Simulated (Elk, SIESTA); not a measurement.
A SIESTA input for a self-consistent single point of SiSnPt₅ (P4/mmm, 7 atoms in the cell) (DFT, GGA PBEsol, numerical atomic orbitals DZP, PseudoDojo PBEsol standard norm-conserving potentials (rewritten from UPF to PSML)):

```
# files in the folder: Si.psml Sn.psml Pt.psml (PseudoDojo PBEsol standard)
SystemName  SiSnPt5
SystemLabel SiSnPt5

NumberOfAtoms                7
NumberOfSpecies              3
%block ChemicalSpeciesLabel
  1 14 Si
  2 50 Sn
  3 78 Pt
%endblock ChemicalSpeciesLabel
LatticeConstant              4.046718 Ang
%block LatticeVectors
     1.000000000    0.000000000    0.000000000
     0.000000000    1.000000000    0.000000000
     0.000000000    0.000000000    1.768304587
%endblock LatticeVectors
AtomicCoordinatesFormat      Ang
%block AtomicCoordinatesAndAtomicSpecies
     0.000000000    0.000000000    3.577915000  1
     2.023359000    2.023359000    0.000000000  2
     0.000000000    2.023359000    2.114905556  3
     0.000000000    2.023359000    5.040924443  3
     2.023359000    0.000000000    2.114905556  3
     2.023359000    0.000000000    5.040924443  3
     0.000000000    0.000000000    0.000000000  3
%endblock AtomicCoordinatesAndAtomicSpecies

XC.functional                GGA
XC.authors                   PBEsol
PAO.BasisSize                DZP
PAO.EnergyShift              0.01 Ry
MeshCutoff                   300 Ry
%block kgrid.MonkhorstPack
    5   0   0  0.0
    0   5   0  0.0
    0   0   3  0.0
%endblock kgrid.MonkhorstPack
OccupationFunction           FD
ElectronicTemperature        580.23 K

MaxSCFIterations             150
SCF.Mixer.Method             Broyden
SCF.Mixer.Weight             0.25
SCF.Mixer.History            8
SCF.DM.Tolerance             1.0E-05
Diag.ParallelOverK           true
WriteForces                  true
Charge.Mulliken              end
```

Q: Give the Elk input for the same structure, mesh, smearing and functional.

A: This is the input that was run; spellings and numerical settings could be chosen otherwise.

```
tasks
  0

xctype
  22

rgkmax
  7.0

rmtscf
  0.88

stype
  3

swidth
  0.00183747

avec
    7.6471887236    0.0000000000    0.0000000000
    0.0000000000    7.6471887236    0.0000000000
    0.0000000000    0.0000000000   13.5225588944

sppath
  './'

atoms
  3   : nspecies
  'Si.in'   : spfname
  1   : natoms; atposl, bfcmt below
  0.0000000000  0.0000000000  0.5000000000    0.0 0.0 0.0
  'Sn.in'   : spfname
  1   : natoms; atposl, bfcmt below
  0.5000000000  0.5000000000  0.0000000000    0.0 0.0 0.0
  'Pt.in'   : spfname
  5   : natoms; atposl, bfcmt below
  0.0000000000  0.5000000000  0.2955500000    0.0 0.0 0.0
  0.0000000000  0.5000000000  0.7044500000    0.0 0.0 0.0
  0.5000000000  0.0000000000  0.2955500000    0.0 0.0 0.0
  0.5000000000  0.0000000000  0.7044500000    0.0 0.0 0.0
  0.0000000000  0.0000000000  0.0000000000    0.0 0.0 0.0

ngridk
  5 5 3
```

Basis, cutoffs, solver keys and any potentials are the target program's own. This input uses DFT, PBEsol, all-electron FP-LAPW, Elk's shipped species files, default APW+lo basis.

The starting cell comes from a database of computed structures (which also holds hypothetical and non-ambient phases and stackings), without a prior relaxation at this level. Its lattice was rescaled by a random factor within 2.5 % of one.
